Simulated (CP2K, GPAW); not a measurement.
A GPAW input for a self-consistent single point of KCdF₃ (Pm-3m, 5 atoms in the cell) (DFT PBEsol, plane waves, GPAW PAW datasets PBEsol (made by gpaw-setup)):

```python
from ase import Atoms
from ase.units import GPa
from gpaw import GPAW

atoms = Atoms(['K', 'Cd', 'F', 'F', 'F'],
              cell=[[4.294448, 0.000000, 0.000000],
                    [0.000000, 4.294448, 0.000000],
                    [0.000000, 0.000000, 4.294448]],
              scaled_positions=[[0.000000, 0.000000, 0.000000],
                                [0.500000, 0.500000, 0.500000],
                                [0.000000, 0.500000, 0.500000],
                                [0.500000, 0.000000, 0.500000],
                                [0.500000, 0.500000, 0.000000]],
              pbc=True)

calc = GPAW(mode={'name': 'pw', 'ecut': 900},
            xc='PBEsol',
            kpts={'size': (6, 6, 6), 'gamma': True},
            occupations={'name': 'fermi-dirac', 'width': 0.05},
            nbands=-8,
            convergence={'bands': -6},
            symmetry={'symmorphic': False, 'tolerance': 0.0005},
            maxiter=100)

atoms.calc = calc

energy = atoms.get_potential_energy()
print('Energy (eV):', round(energy, 6))
forces = atoms.get_forces()
print('Forces (eV/Ang):')
print(forces.round(5))
stress = atoms.get_stress()
print('Stress (GPa, Voigt):', (stress / GPa).round(4))
```

Q: Translate this input to CP2K.

A: This is the input that was run; spellings and numerical settings could be chosen otherwise.

```
&GLOBAL
  PROJECT scf
  RUN_TYPE ENERGY_FORCE
  PRINT_LEVEL MEDIUM
&END GLOBAL
&FORCE_EVAL
  METHOD Quickstep
  STRESS_TENSOR ANALYTICAL
  &DFT
    BASIS_SET_FILE_NAME BASIS_MOLOPT
    POTENTIAL_FILE_NAME GTH_POTENTIALS
    &QS
      METHOD GPW
      EPS_DEFAULT 1E-10
    &END QS
    &MGRID
      CUTOFF 550
      REL_CUTOFF 60
      NGRIDS 5
    &END MGRID
    &SCF
      SCF_GUESS ATOMIC
      EPS_SCF 1E-7
      MAX_SCF 100
      ADDED_MOS 8
      &DIAGONALIZATION
        ALGORITHM STANDARD
      &END DIAGONALIZATION
      &MIXING
        METHOD BROYDEN_MIXING
        ALPHA 0.2
        NBUFFER 8
        BETA 1.5
      &END MIXING
      &SMEAR ON
        METHOD FERMI_DIRAC
        ELECTRONIC_TEMPERATURE [K] 580.23
      &END SMEAR
    &END SCF
    &KPOINTS
      SCHEME MONKHORST-PACK 6 6 6
      GAMMA_CENTERED T
    &END KPOINTS
    &XC
      &XC_FUNCTIONAL
        &PBE
          PARAMETRIZATION PBESOL
        &END PBE
      &END XC_FUNCTIONAL
    &END XC
    &PRINT
      &MO
        EIGENVALUES T
        OCCUPATION_NUMBERS T
        NDIGITS 8
        FILENAME mo
        &EACH
          QS_SCF 0
        &END EACH
        ADD_LAST NUMERIC
      &END MO
      &MULLIKEN ON
      &END MULLIKEN
    &END PRINT
  &END DFT
  &SUBSYS
    &CELL
      A 4.29444800 0.00000000 0.00000000
      B 0.00000000 4.29444800 0.00000000
      C 0.00000000 0.00000000 4.29444800
      PERIODIC XYZ
    &END CELL
    &COORD
      K        0.00000000     0.00000000     0.00000000
      Cd       2.14722400     2.14722400     2.14722400
      F        0.00000000     2.14722400     2.14722400
      F        2.14722400     0.00000000     2.14722400
      F        2.14722400     2.14722400     0.00000000
    &END COORD
    &KIND K
      BASIS_SET DZVP-MOLOPT-SR-GTH-q9
      POTENTIAL GTH-PBE-q9
    &END KIND
    &KIND Cd
      BASIS_SET DZVP-MOLOPT-SR-GTH-q12
      POTENTIAL GTH-PBE-q12
    &END KIND
    &KIND F
      BASIS_SET DZVP-MOLOPT-SR-GTH-q7
      POTENTIAL GTH-PBE-q7
    &END KIND
  &END SUBSYS
  &PRINT
    &FORCES ON
    &END FORCES
    &STRESS_TENSOR ON
    &END STRESS_TENSOR
  &END PRINT
&END FORCE_EVAL
```

Basis, cutoffs, solver keys and any potentials are the target program's own. This input uses DFT PBEsol, GPW, DZVP-MOLOPT-SR-GTH basis, GTH-PBE potentials (GTH_POTENTIALS). Both were run: gap on the mesh 2.898 eV in GPAW and 2.856 in CP2K.

On GPAW: the starting cell comes from a database of computed structures (which also holds hypothetical and non-ambient phases and stackings), without a prior relaxation at this level. For this run, on top of that: lattice scaled by 0.98.

On CP2K: the starting cell comes from a database of computed structures (which also holds hypothetical and non-ambient phases and stackings), without a prior relaxation at this level. For this run, on top of that: lattice scaled by 0.98. Values carry the incompleteness of an atom-centred basis. The potentials were made for another functional than the one used. With a pressure of about 7 GPa the cell is away from its equilibrium volume at this level.
